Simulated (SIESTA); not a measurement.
Input and output of a self-consistent single point for Mg₂Sn (Fm-3m, 3 atoms in the cell) (SIESTA).

Method of the run: GGA PBEsol, numerical atomic orbitals DZP, PseudoDojo PBEsol standard norm-conserving potentials (rewritten from UPF to PSML) in SIESTA 5.4.2.

```
Mg2Sn
1.0
    0.00000     3.38068     3.38068
    3.38068     0.00000     3.38068
    3.38068     3.38068     0.00000
Mg Sn
2 1
Direct
  0.25000   0.25000   0.25000
  0.75000   0.75000   0.75000
  0.00000   0.00000   0.00000
```

Reference input (self-consistent single point, DFT, GGA PBE, numerical atomic orbitals DZP, PseudoDojo PBE standard norm-conserving potentials (rewritten from UPF to PSML)): XC.functional = GGA; XC.authors = PBE; potentials = PseudoDojo PBE standard; PAO.BasisSize = DZP; PAO.EnergyShift = 0.005 Ry; MeshCutoff = 300 Ry; kgrid.MonkhorstPack = 9 9 9; OccupationFunction = FD; ElectronicTemperature = 232.09 K; MaxSCFIterations = 150; SCF.Mixer.Method = Pulay; SCF.Mixer.Weight = 0.25. This run's input differs from it in these lines:

```diff
@@ -1,2 +1,2 @@
-# files in the folder: Mg.psml Sn.psml (PseudoDojo PBE standard)
+# files in the folder: Mg.psml Sn.psml (PseudoDojo PBEsol standard)
 SystemName  Mg2Sn
@@ -24,3 +24,3 @@
 XC.functional                GGA
-XC.authors                   PBE
+XC.authors                   PBEsol
 PAO.BasisSize                DZP
```

Output (repeated stretches shortened):

```
        iscf     Eharris(eV)        E_KS(eV)     FreeEng(eV)     dDmax    Ef(eV) dHmax(eV)
   scf:    1    -5358.287399    -5366.178885    -5366.178889  1.739802 -3.647569  4.140474
   scf:    2    -5366.501262    -5366.349561    -5366.349899  0.032097 -3.611838  2.795778
   scf:    3    -5366.490416    -5366.443394    -5366.444508  0.080339 -3.505803  0.661009
   scf:    4    -5366.449837    -5366.449679    -5366.451050  0.023280 -3.591945  0.206801
   scf:    5    -5366.450157    -5366.450653    -5366.451866  0.010152 -3.559717  0.092689
   scf:    6    -5366.451020    -5366.450949    -5366.452230  0.003656 -3.576330  0.009877
   scf:    7    -5366.450962    -5366.450955    -5366.452233  0.000216 -3.575708  0.004225
   scf:    8    -5366.450963    -5366.450960    -5366.452234  0.000168 -3.575176  0.000233
   scf:    9    -5366.450959    -5366.450959    -5366.452234  0.000010 -3.575212  0.000033
SCF Convergence by DM+H criterion
max |DM_out - DM_in|         :     0.0000095341
max |H_out - H_in|      (eV) :     0.0000326451
SCF cycle converged after 9 iterations

Using DM_out to compute the final energy and forces

siesta: E_KS(eV) =            -5366.4510

siesta: E_KS - E_eggbox =     -5366.4510

siesta: Atomic forces (eV/Ang):
     1    0.000017    0.000017    0.000017
     2   -0.000017   -0.000017   -0.000017
     3   -0.000000   -0.000000    0.000000
   Tot   -0.000000   -0.000000    0.000000
   Max    0.000017
   Res    0.000014    sqrt( Sum f_i^2 / 3N )
   Max    0.000017    constrained

Stress tensor Voigt[x,y,z,yz,xz,xy] (kbar):      -19.37      -19.37      -19.37       -0.49       -0.49       -0.49
(Free)E + p*V (eV/cell)    -5365.5179
Target enthalpy (eV/cell)    -5366.4522

   [... lines left out ...]
siesta: FreeEng =     -5366.452234
   [... lines left out ...]
siesta:    -0.012091   -0.000303   -0.000303
siesta:    -0.000303   -0.012091   -0.000303
siesta:    -0.000303   -0.000303   -0.012091

siesta: Cell volume =         77.275291 Ang**3

siesta: Pressure (static):
siesta:                Solid            Molecule  Units
siesta:           0.00013169          0.00013170  Ry/Bohr**3
siesta:           0.01209107          0.01209181  eV/Ang**3
siesta:          19.37203710         19.37320821  kBar
```

The run converged in 9 iterations. Against the reference run the pressure goes from 3.10 to 1.94 GPa.

The starting cell has typed, rounded lattice constants, without a prior relaxation at this level. Its lattice was rescaled by a random factor within 2.5 % of one. Values carry the incompleteness of an atom-centred basis.

Cost on one core of a shared machine: roughly 30 s.
